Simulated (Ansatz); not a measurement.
# What pressure 1.5 GPa does to Ca

The reference is Ca in the fcc (Cu type) structure (space group Fm-3m, No. 225; a = 5.4552 Å).

Modification: cell and atoms relaxed at a pressure of 1.5 GPa.

Level of theory: plane-wave PAW DFT at the PBEsol level (Ansatz, an electronic-structure program, 420 eV), scalar-relativistic without spin-orbit coupling. Settings: 15×15×15 k-points, 0.05 eV Fermi–Dirac smearing.

```csv
quantity,base,changed,shift
volume per atom,40.59 Å³,37.65 Å³,-2.94 Å³
density,1.64 g/cm³,1.77 g/cm³,+0.13 g/cm³
lattice parameter a,5.455 Å,5.320 Å,-0.135 Å
band gap,zero,zero,–
```

Final structure:

```xyz
1
Lattice="0.0000 2.6601 2.6601 2.6601 0.0000 2.6601 2.6601 2.6601 0.0000" Properties=species:S:1:pos:R:3 pbc="T T T"
Ca     0.0000     0.0000     0.0000
```

Cost of the whole job for the changed cell (relaxation, final SCF and bands): about 9 core-seconds (a rough figure).

Load acts through the strain it causes; cell and atoms are relaxed under it. Whether these cells are dynamically stable was not tested.
